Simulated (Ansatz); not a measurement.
The starting structures come from a database of crystals and need not be the phases stable at ambient conditions.

By PBEsol, the system below comes out a metal.

The ballistic (Sharvin) conductance counts the channels at the Fermi level: G/A = (e²/h) × channels of both spins per area.

Consider the following.

```
Al2Ti
1.0
    3.94871     0.00000     0.00000
    1.97436    12.23684     0.00000
    0.00000     0.63711     3.89697
Ti Al
4 8
Direct
  0.67200   0.65600   0.17200
  0.92200   0.15600   0.92200
  0.07800   0.84400   0.07800
  0.82800   0.34400   0.32800
  0.41362   0.17276   0.41362
  0.16362   0.67276   0.66362
  0.33638   0.32724   0.83638
  0.58638   0.82724   0.58638
  0.25003   0.49994   0.25003
  0.00003   0.99994   0.50003
  0.49997   0.00006   0.99997
  0.74997   0.50006   0.74997
```

Space group of this cell: I4_1/amd. The cell is taken as given; by PBEsol its mean pressure is -1.0 GPa.

The current flows along the normal of the first two printed cell vectors, the (101) plane of the conventional cell. No spin-orbit coupling; the value is a mean over 0.1 eV about the Fermi level.

### Question
Predict the ballistic conductance per area from PBEsol (Ansatz, a program for electronic structure).

### Answer
0.40 × 10¹⁵ S/m² for both spins.
